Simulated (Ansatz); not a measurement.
Levels about the gap of amorphous Si30N42Be3 (75 atoms in a cell of 828 Å³, 2.92 g/cm³; zone centre alone, so wide bands show as single levels with stretches between that a denser mesh fills), at the geometry that PBE relaxed, where it gives 0.1 GPa on a denser mesh. The participation number counts the atoms over which a state spreads; weights are charges in smoothed Voronoi cells. The levels come from a single point, so bond lengths are those of that geometry. Method of the levels: PBE, scalar-relativistic without spin-orbit coupling (Ansatz, a program for electronic structure). Sampling: the zone centre alone; Fermi-Dirac width 0.02 eV; no spin polarisation. At PBE the levels at the filled edge of the gap are localised (band-tail or defect states), and the nearest spread-out levels lie 2.9 eV apart at the zone centre.

It comes from a melt-quench run on a machine-learned potential (CHGNet), relaxed afterwards by DFT. N atoms were pushed apart under 1.9 Å during the dynamics, to hinder bonds among them. The hot cell started wider than the set density and was brought back towards it in steps. It is the lowest in DFT energy of 2 quenches. It is a model cell: composition and starting density were chosen by hand, and all elements were melted together. No dispersion term was used. Its density started from a set value of 2.94 and ended at 2.92 g/cm³. The quench (nominally 300 K/ps over its main leg) was far faster than any real one, so the model tends to hold more defects than a real film. One small periodic cell is one sample of the glass; other quenches scatter about these values. Volume and shape were free in the relaxation.

```
E - E(highest filled), eV  filling  participation number        largest on  weight N  weight Si  weight Be
-------------------------  -------  --------------------  ----------------  --------  ---------  ---------
-0.73                       filled                  15.1   N, 3 neighbours      0.88       0.10       0.02
-0.68                       filled                   8.9   N, 2 neighbours      0.87       0.11       0.01
-0.57                       filled                  14.1   N, 3 neighbours      0.87       0.10       0.03
-0.51                       filled                  12.0   N, 3 neighbours      0.90       0.09       0.01
-0.45                       filled                  14.9   N, 3 neighbours      0.90       0.09       0.01
-0.33                       filled                  10.2   N, 3 neighbours      0.90       0.10       0.00
0.00                        filled                   3.7   N, 2 neighbours      0.89       0.11       0.00
2.50                         empty                  38.5  Si, 4 neighbours      0.50       0.47       0.03
3.08                         empty                  21.6  Si, 4 neighbours      0.44       0.53       0.03
3.22                         empty                  13.9  Si, 4 neighbours      0.41       0.55       0.05
3.44                         empty                  29.0  Si, 4 neighbours      0.44       0.55       0.01
3.59                         empty                  30.7  Si, 4 neighbours      0.43       0.56       0.01
3.59                         empty                  36.0  Be, 3 neighbours      0.46       0.45       0.09
3.78                         empty                  37.4  Si, 4 neighbours      0.45       0.49       0.06
```

Most localised among these is the filled level at +0.00 eV, on a N atom, which has 2 neighbours (Si 1.64 Å, Si 1.65 Å).
